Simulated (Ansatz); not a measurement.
Functionals compared on Br on the 1x1 (111) surface of fcc Ag, one in a 2x2 cell, started at the site 'hollow Ag-Ag-Ag over Ag at depth 4.7 Å', in Ansatz (plane waves, PAW). The structure was relaxed with PBE; the other rows are single points on it, each with its references at the same level. Cutoff 420 eV (500 eV for r2SCAN).

Set-up: 17 atoms, 7.1 Å thick at the start under the adsorbate (thin: gaps and levels are the slab's own); mesh 6x6x1; 0.1 eV smearing; dipole correction on; 8 atoms held, the rest relaxed; start symmetry kept, larger cells not searched; no spin, no spin-orbit, no U, no dispersion correction. At the end it is bonded to 3 Ag. In PBE it is, or lies within 0.03 eV of, the lowest of the starts that converged. These notes are the PBE run's. Adsorption energies are against ½ Br2(g). A negative adsorption energy means that the adsorbate is more stable on the surface than in its reference.

```csv
functional,adsorption energy (eV),work function of the top face (eV),change of the work function (eV),rough cost of the single point
PBE,-1.42,5.34,0.90,–
RPBE,___,___,___,very roughly 70 core-seconds
r2SCAN,-1.78,5.43,1.03,very roughly 2.8 core-minutes
```

Question: Some entries are withheld; supply them.

Answer: 
- RPBE, adsorption energy (eV): -1.21
- RPBE, work function of the top face (eV): 5.23
- RPBE, change of the work function (eV): 0.99

Ansatz is a program for electronic structure.
